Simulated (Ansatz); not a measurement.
**ZrO2: pressure 3 GPa**

Base system: ZrO₂ (space group Pca2_1, No. 29; a = 5.257 Å, b = 5.050 Å, c = 5.070 Å).

Now apply this change: cell and atoms relaxed at a pressure of 3 GPa.

All numbers come from PBEsol in Ansatz (plane waves to 420 eV, PAW, scalar-relativistic without spin-orbit coupling). k-mesh 5×5×5 (Γ-centred); smearing 0.05 eV (Fermi–Dirac).

```tsv
quantity	base	changed	shift
volume per atom	11.22 Å³	11.06 Å³	-0.16 Å³
density	6.08 g/cm³	6.17 g/cm³	+0.09 g/cm³
shortest interatomic distance	2.035 Å	2.029 Å	-0.006 Å
enthalpy H = E + PV relative to the base's energy	–	+0.21 eV/atom	–
band gap	3.86 eV	3.89 eV	+0.03 eV
gap character	indirect, Γ → Y	indirect, Γ → Y	–
smallest direct gap	3.97 eV	3.98 eV	+0.01 eV
width of the top valence band	0.83 eV	0.82 eV	-0.01 eV
valence-band top at Γ (three highest levels, from the VBM)	0.00, -0.11, -0.25 eV	0.00, -0.10, -0.23 eV	–
```

Load acts through the strain it causes; cell and atoms are relaxed under it. Whether these cells are dynamically stable was not tested. This is not the structure that ZrO2 has at room temperature and ambient pressure.

Ansatz is an electronic-structure program.
